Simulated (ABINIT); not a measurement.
A self-consistent single point of MgAl2C2 (P-3m1, 5 atoms in the cell) with ABINIT.

Method: PBEsol, PAW (JTH v2.0 PBE PAW, files made for PBE) (plane waves; ABINIT).

```xyz
5
Lattice="3.3469 0.0000 0.0000 -1.6735 2.8985 0.0000 0.0000 0.0000 5.7486" Properties=species:S:1:pos:R:3 pbc="T T T"
Mg     0.0000     0.0000     0.0000
Al     1.6735     0.9662     2.0121
Al     0.0000     1.9323     3.7365
C      0.0000     1.9323     1.5526
C      1.6735     0.9662     4.1960
```

Reference input (self-consistent single point, DFT, PBEsol, plane waves, PAW (JTH v2.0 PBE PAW, files made for PBE)): pseudos = [Mg.GGA_PBE-JTH.xml, Al.GGA_PBE-JTH.xml, C.GGA_PBE-JTH.xml]; ecut = 21 Ha; pawecutdg = 42 Ha; ixc = -116133; occopt = 1; ngkpt = 8 8 4; nshiftk = 1; shiftk = 0 0 0; potentials = JTH v2.0 PBE PAW; nband = 14; kptopt = 1; nstep = 50. This run's input differs from it in these lines:

```diff
@@ -25,3 +25,3 @@
 kptopt 1
-ngkpt 8 8 4
+ngkpt 6 6 3
 nshiftk 1
```

Output, abridged:

```
--- !BeginCycle
solver: {iscf: 17, nstep: 50, nline: 4, wfoptalg: 10, }
tolerances: {tolvrs: 1.00E-11, }
...

     iter   Etot(hartree)      deltaE(h)  residm     nres2
 ETOT  1  -77.032456397460    -7.703E+01 6.634E+00 1.641E+01
 ETOT  2  -79.130680266408    -2.098E+00 1.713E-02 3.643E+00
 ETOT  3  -79.115784999716     1.490E-02 4.013E-03 8.454E-01
 ETOT  4  -79.115831397997    -4.640E-05 1.876E-03 2.160E-01
 ETOT  5  -79.114727211597     1.104E-03 3.046E-04 6.632E-03
   [... 6 lines left out ...]
 ETOT 12  -79.114738773202     4.619E-12 1.710E-07 1.529E-09
 ETOT 13  -79.114738773202    -3.553E-13 4.380E-08 4.737E-10
 ETOT 14  -79.114738773200     1.648E-12 2.773E-08 1.132E-11
 ETOT 15  -79.114738773200     2.842E-13 7.004E-09 9.623E-13
 At SCF step   15       nres2   =  9.62E-13 < tolvrs=  1.00E-11 =>converged.

 Cartesian components of stress tensor (hartree/bohr^3)
  sigma(1 1)= -1.70925198E-04  sigma(3 2)=  0.00000000E+00
  sigma(2 2)= -1.70925198E-04  sigma(3 1)=  0.00000000E+00
  sigma(3 3)= -8.51282342E-05  sigma(2 1)=  5.68696834E-14

 ----iterations are completed or convergence reached----

 reduced coordinates (array xred) for    5 atoms
       0.000000000000      0.000000000000      0.000000000000
       0.666666666667      0.333333333333      0.350009999993
       0.333333333333      0.666666666667      0.649990000007
       0.333333333333      0.666666666667      0.270079999997
       0.666666666667      0.333333333333      0.729920000003
 cartesian forces (eV/Angstrom) at end:
    1      0.00000000000000    -0.00000000000000    -0.00000000000000
   [... lines left out ...]
 Fermi (or HOMO) energy (hartree) =   0.30007   Average Vxc (hartree)=  -0.39345
 Fermi (or HOMO) energy (eV) =   8.16528   Average Vxc (eV)= -10.70626
   [... lines left out ...]
local_psp           : -5.28636563365689E+01
total_energy        : -7.91147388275898E+01
total_energy_eV     : -2.15282152722119E+03
...

-Cartesian components of stress tensor (GPa)         [Pressure=  4.1874E+00 GPa]
- sigma(1 1)= -5.02879211E+00  sigma(3 2)=  0.00000000E+00
- sigma(2 2)= -5.02879210E+00  sigma(3 1)=  0.00000000E+00
- sigma(3 3)= -2.50455870E+00  sigma(2 1)=  1.67316357E-09

 Calculation completed.
```

The run converged in 15 iterations. 

The starting cell comes from a database of computed structures (which also holds hypothetical and non-ambient phases and stackings), without a prior relaxation at this level. Its lattice was rescaled by a random factor within 2.5 % of one. The potentials were made for another functional than the one used. With a pressure of about 4 GPa the cell is away from its equilibrium volume at this level.

These are the values that this program gave, and no reference: the one-centre exchange-correlation terms come from a truncated expansion.

Cost on one core of a shared machine: roughly 40 s.
